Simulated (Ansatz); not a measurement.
Start from Al2O3 in the corundum structure (space group R-3c, No. 167; a = 4.7292 Å, c = 12.8916 Å (hexagonal axes)). Axes: x lies along a and z along c of the hexagonal cell.

Computed with DFT with LDA, PAW potentials and a 420 eV plane-wave cutoff in Ansatz (an electronic-structure program), scalar-relativistic without spin-orbit coupling.

Perturbation: an isotropic linear strain of +3.00 %; the atoms relax in the strained cell.

Predict the stress tensor and what it implies for the stiffness.

Stress of the strained cell less that of the base (GPa, compression positive):
```
 -19.46    0.00    0.00
   0.00  -19.46    0.00
   0.00    0.00  -18.46
```

Then B = −ΔP/(ΔV/V₀) with ΔV/V₀ = 0.0927 gives secant stiffness values (nonlinear terms included at this strain): B (at held cell shape, above the free-shape value) ≈ 206 GPa.

As a check, the harmonic strain energy −½ V₀ Δσ:ε is 45 meV/atom; the computed energy rise is 50 meV/atom.

Stability against distortions was not tested.
